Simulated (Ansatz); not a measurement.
Consider PtSe$_{2}$ in the CdI2 type structure (space group P-3m1, No. 164; a = 3.7722 Å, c = 4.8212 Å; layered; relaxed with 0.1 eV smearing). Axes: x lies along a and z along c of the hexagonal cell.

All numbers come from Ansatz (a program for electronic structure), PBE-D3(BJ), PAW, cutoff 420 eV, spin-orbit coupling left out.

Strains are applied to the cell and any free atomic positions relax.

One change was made to it. Results:

```tsv
quantity	base	after
energy relative to the base (free energy F)	0 meV/atom	+4.0 meV/atom
pressure (mean of the normal stresses, compression positive)	0.0 GPa	1.7 GPa
shortest interatomic distance	2.526 Å	2.520 Å
```

Problem. Which of these changes matches the shifts?
A. uniaxial strain ε_zz = −1.00 %
B. uniaxial strain ε_zz = +0.50 %
C. uniaxial strain ε_zz = −1.50 %
D. uniaxial strain ε_zz = −3.00 %
E. uniaxial strain ε_zz = +3.00 %

Solution. D, uniaxial strain ε_zz = −3.00 %. For comparison, the pressure in the other runs: uniaxial strain ε_zz = +0.50 % gives -0.2 GPa; uniaxial strain ε_zz = +3.00 % gives -1.2 GPa; uniaxial strain ε_zz = −1.00 % gives 0.5 GPa; uniaxial strain ε_zz = −1.50 % gives 0.8 GPa.

Stability against distortions was not tested. All final runs are without spin polarisation.
